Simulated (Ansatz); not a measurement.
Base system: WC (space group P-6m2, No. 187; a = 2.922 Å, c = 2.846 Å; relaxed with 0.1 eV smearing). Axes: x lies along a and z along c of the hexagonal cell.

Method: DFT with PBE, PAW potentials and a 420 eV plane-wave cutoff in Ansatz (an electronic-structure program), no spin-orbit coupling.

Before the change:

The pressure is 0.0 GPa and the shortest interatomic distance is 2.207 Å.

Now apply this change: the cell is compressed by 1.00 % along z with no lateral relaxation, atoms relaxed at fixed cell.

Task: How does this affect the energy relative to the base, pressure and shortest interatomic distance?

Result: The energy increases by 3.2 meV/atom; the pressure (mean of the normal stresses, compression positive) goes from zero to 4.4 GPa; the shortest interatomic distance drops by 0.009 Å (2.207 Å → 2.198 Å).

The cells carry an imposed strain or load. No phonon test of stability was made. All final runs are without spin polarisation.
